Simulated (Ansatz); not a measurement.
The starting structures come from a database of crystals and need not be the phases stable at ambient conditions.

By PBEsol, the system below comes out a metal.

Without scattering a metal conducts by its projected Fermi surface.

```yaml
crystal:
  lattice:
    - [3.07005, 0.00000, 0.00000]
    - [-1.53503, 2.65874, 0.00000]
    - [0.00000, 0.00000, 4.67843]
  atoms:
    - { symbol: W, position: [0.33333, 0.66667, 0.74633] }
    - { symbol: W, position: [0.66667, 0.33333, 0.25367] }
    - { symbol: C, position: [0.00000, 0.00000, 0.00000] }
```

The cell is taken as given; by PBEsol it stands under a pressure of -10.2 GPa.

The current flows along the normal of the first two printed cell vectors, the (001) plane of the conventional cell. No spin-orbit coupling; the value is a mean over 0.1 eV about the Fermi level.

Task: State the ballistic conductance per area according to PBEsol in Ansatz (a quantum-chemistry and plane-wave program).

Result: 1.1 × 10¹⁵ S/m² for both spins.
